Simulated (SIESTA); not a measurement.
Checking a run of SIESTA on SrTlF3 (Pm-3m, 5 atoms in the cell). The aim is a self-consistent single point with DFT, GGA PBEsol, numerical atomic orbitals DZP, PseudoDojo PBEsol standard norm-conserving potentials (rewritten from UPF to PSML).

Cell that was meant: a = 4.5138 Å, b = 4.5138 Å, c = 4.5138 Å, α = 90.00°, β = 90.00°, γ = 90.00°.

Part of the input:

```
XC.authors                   PBEsol
PAO.BasisSize                DZP
PAO.EnergyShift              0.01 Ry
MeshCutoff                   50 Ry
%block kgrid.MonkhorstPack
    6   0   0  0.0
    0   6   0  0.0
```

The program printed (abridged):

```
reinit: Reading from file input.fdf

reinit: System Name: SrTlF3
reinit: System Label: srtlf3

   [... lines left out ...]
        0.000000    4.513840    0.000000
        0.000000    0.000000    4.513840

outcell: Cell vector modules (Ang)   :    4.513840    4.513840    4.513840
outcell: Cell angles (23,13,12) (deg):     90.0000     90.0000     90.0000
outcell: Cell volume (Ang**3)        :     91.9684
new_DM -- step:     1
Initializing Density Matrix...

Attempting to read DM from file... Failed...
DM filled with atomic data:

InitMesh: MESH = 20 x 20 x 20 = 8000
InitMesh: Mesh cutoff (required, used) =    50.000    54.259 Ry

stepf: Fermi-Dirac step function
        iscf     Eharris(eV)        E_KS(eV)     FreeEng(eV)     dDmax    Ef(eV) dHmax(eV)
   scf:    1    -4587.923363    -4588.010948    -4588.010948  1.595940 -5.473702  6.707203
   scf:    2    -4591.569139    -4589.982199    -4589.982199  0.156413 -5.724121  4.247713
   scf:    3    -4590.949399    -4590.703455    -4590.703455  0.207558 -5.678871  1.178483
   scf:    4    -4590.632621    -4590.709327    -4590.709327  0.110946 -5.909943  0.958482
   scf:    5    -4590.772563    -4590.745095    -4590.745095  0.033000 -5.845782  0.466892
   [... 2 lines left out ...]
   scf:    8    -4590.755792    -4590.755784    -4590.755784  0.001163 -5.778818  0.005286
   scf:    9    -4590.755776    -4590.755780    -4590.755780  0.000374 -5.778696  0.010057
   scf:   10    -4590.755788    -4590.755786    -4590.755786  0.000729 -5.779600  0.000045
   scf:   11    -4590.755786    -4590.755786    -4590.755786  0.000003 -5.779597  0.000008
SCF Convergence by DM+H criterion
max |DM_out - DM_in|         :     0.0000029223
max |H_out - H_in|      (eV) :     0.0000080702
SCF cycle converged after 11 iterations

Using DM_out to compute the final energy and forces

siesta: E_KS(eV) =            -4590.7558

siesta: E_KS - E_eggbox =     -4590.7558

siesta: Atomic forces (eV/Ang):
     1    0.000000    0.000000   -0.000000
     2   -0.000000   -0.000000   -0.000000
     3   -0.000000   -0.000000    0.000000
     4    0.000000   -0.000000    0.000000
     5    0.000000    0.000000    0.000000
   Tot    0.000000   -0.000000    0.000000
   Max    0.000000
   Res    0.000000    sqrt( Sum f_i^2 / 3N )
   Max    0.000000    constrained

   [... lines left out ...]
siesta: FreeEng =     -4590.755786
   [... lines left out ...]
siesta:    -0.000000   -0.078007    0.000000
siesta:     0.000000    0.000000   -0.078007

siesta: Cell volume =         91.968369 Ang**3

siesta: Pressure (static):
siesta:                Solid            Molecule  Units
siesta:           0.00084960          0.00084960  Ry/Bohr**3
siesta:           0.07800700          0.07800700  eV/Ang**3
siesta:         124.98099176        124.98099176  kBar
```

Question: Is this run sound? If not, what is wrong?

Answer: The run is not sound. The fault is a basis or grid far too coarse for these potentials. The error of an incomplete plane-wave basis or grid does not cancel at such settings. To fix it, restore the cutoff that the potentials need and check convergence. The run converged in 11 iterations without an error; against the sound input the free energy drops by 156 meV/atom, the pressure goes from 6.71 to 12.50 GPa and the gap on the mesh goes from 4.084 to 4.055 eV.

The sound input it was made from differs as follows (other fixes are possible):
```diff
-MeshCutoff                   50 Ry
+MeshCutoff                   300 Ry
```

With that input, the run converged in 11 iterations: free energy E − TS -4589.9743 eV; top of the valence band (on the code's own zero) -7.93 eV; gap on the k-point mesh 4.08 eV; pressure 6.71 GPa (DFT, GGA PBEsol, numerical atomic orbitals DZP, PseudoDojo PBEsol standard norm-conserving potentials (rewritten from UPF to PSML)).

On the sound input: the starting cell was generated: these elements placed on a structure prototype, without a prior relaxation; it need not be a known phase or ordering of this composition. Its lattice was rescaled by a random factor within 2.5 % of one. Spin-orbit coupling is off. Values carry the incompleteness of an atom-centred basis. The basis of the alkali or alkaline-earth atoms may lack their empty d shell, which can raise the gap. With a pressure of about 7 GPa the cell is away from its equilibrium volume at this level.
